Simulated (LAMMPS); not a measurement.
Lattice thermal conductivity of random alloys, CdSe (zinc blende) with a share x of Cd sites Hg, at 300 K, 203 Å from hot to cold slab.

All values are model results, not measurements: classical MD, pair style sw, file CdTeZnSeHgS0.sw (LAMMPS).

```json
[
 {"x": "0.25", "conductivity": "0.88 ± 0.04 W/(m K)"},
 {"x": "0.5", "conductivity": "0.69 ± 0.01 W/(m K)"},
 {"x": "0.75", "conductivity": "0.76 ± 0.05 W/(m K)"}
]
```

Caution: lattice part alone, classical nuclei, a finite length: a lower bound where phonon paths are long.

Caution: the random arrangement on this lattice is imposed, and need not be a phase that exists in equilibrium.

Uncertainties are statistical and leave out the potential's own error.
